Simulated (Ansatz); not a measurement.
**A computed series for W: point defects**

Consider an 8-atom supercell of W in the bcc (W type) structure (space group Im-3m, No. 229; a = 3.154 Å) at its relaxed geometry.

One neutral defect a cell, atoms relaxed at fixed cell.

The values are results of PBEsol, PAW, 420 eV (Ansatz, a program for electronic structure; spin-orbit coupling left out), earlier PAW set, not measurements.

| change | largest displacement of a host atom from its site in the perfect cell | pressure |
|---|---|---|
| perfect supercell | – | -0.3 GPa |
| I on a W site | 0.06 Å | 11.2 GPa |
| W interstitial (started 1.66 Å from the nearest host atom) | 1.61 Å | 81.1 GPa |
| Li interstitial (started 1.58 Å from the nearest host atom) | 0.35 Å | 25.8 GPa |
| Ir on a W site | 0.06 Å | -2.6 GPa |

The cell is small, so the values are those of an ordered compound at a high defect concentration; dilute-limit values will differ. All final runs are without spin polarisation.
